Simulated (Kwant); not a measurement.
Model: Hückel tight-binding model, one pz orbital an atom, one spin, coherent transport at 0 K (Kwant). Conductance is in e²/h.

Device: π system c1ccc2c(c1)-c1ccccc-21 between two chain leads. The π system is taken as planar. Atoms are numbered from 0 in the order of the SMILES. Site energies (eV, carbon 0): [0.0, 0.0, 0.0, 0.0, 0.0, 0.0, 0.0, 0.0, 0.0, 0.0, 0.0, 0.0]. Bonds (i, j, β in eV): (0,1,-3) (1,2,-3) (2,3,-3) (3,4,-3) (4,5,-3) (4,6,-3) (6,7,-3) (7,8,-3) (8,9,-3) (9,10,-3) (10,11,-3) (5,0,-3) (11,6,-3) (11,3,-3). Leads: chains of hopping −4.5 eV, joined by −0.6 eV to atoms 0 and 9.

Site energies and bond integrals are typed Hückel values.

Sweep values stay those of the base run.

One input was changed, with this effect: transmission at E = 0 < 1e-12 → 0.0013.

Q: Which change was it?
A) contacts moved from atoms [0, 9] to [2, 7]
B) contacts moved from atoms [0, 9] to [0, 1]
C) contacts moved from atoms [0, 9] to [0, 5]
D) contacts moved from atoms [0, 9] to [0, 7]
E) contacts moved from atoms [0, 9] to [0, 2]
F) contacts moved from atoms [0, 9] to [0, 8]

A: B, contacts moved from atoms [0, 9] to [0, 1]
